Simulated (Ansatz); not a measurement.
System: WSe2 (P-6m2, No. 187, 3 atoms in the cell; start mp-1023936; a measured phase of this formula has another space group). Method: r²SCAN0 in Ansatz (PAW).

Numerical settings: plane-wave cutoff 520 eV, 9×9×2 k mesh (along the axes of the cell as run), Fermi–Dirac smearing 0.01 eV, no spin polarisation, scalar-relativistic PAW data made under PBE.

Cell (relaxed with PBEsol):

Space group P-6m2 (No. 187); a = b = 3.270 Å, c = 16.661 Å, α = β = 90.00°, γ = 120.00°

| atom | site | symmetry | x | y | z |
|---|---|---|---|---|---|
| W | 1a | -6m2 | 0.0000 | 0.0000 | 0.0000 |
| Se | 2h | 3m. | 0.3333 | 0.6667 | 0.1004 |

Question: Estimate the band gap and direct gap at Γ that the calculation returns.

Answer: 
- band gap = 2.89 eV
- direct gap at Γ = 5.03 eV

Note: cell and atoms aren't relaxed at this level (largest force component 0.32 eV/Å, pressure -0.3 GPa); the cell has widely spaced layers and the level no dispersion term, so their spacing and the moduli can rest on weak binding.

Spin–orbit coupling is not included.

Static lattice: no zero-point or thermal effects.

Cost on a shared machine: about 6 core-minutes (a rough figure).

A start named mp-… is a Materials Project structure, which need not be a measured phase.

Ansatz is a first-principles code.
